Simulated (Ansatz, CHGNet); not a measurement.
For NbP (I4₁md, No. 109, 4 atoms in the cell; start mp-9339), the machine-learned potential CHGNet-r²SCAN (trained on r²SCAN data) gives:

- lattice constant a = 3.305 Å
- c axis length = 11.812 Å

Q: What does r²SCAN+rVV10 in Ansatz (PAW) give for the same quantities?

A: 
- lattice constant a: 3.335 Å (increases by 0.9 %)
- lattice parameter c: 11.413 Å (falls by 3.4 %)

Changes are worked out from the printed values.

Unless a cell is named, each level is at its own relaxed cell (CHGNet-r²SCAN 16.13, r²SCAN+rVV10 15.87 Å³/atom).

Caveats: the relaxation could not lower the start's symmetry, so the cell can be a saddle point above a distorted one (CHGNet-r²SCAN, r²SCAN+rVV10). Ansatz's density-functional and Hartree–Fock values are scalar-relativistic unless marked +SOC, with PAW data made under PBE.

A start named mp-… is a Materials Project structure, which need not be a measured phase.

Ansatz is a program for electronic structure.
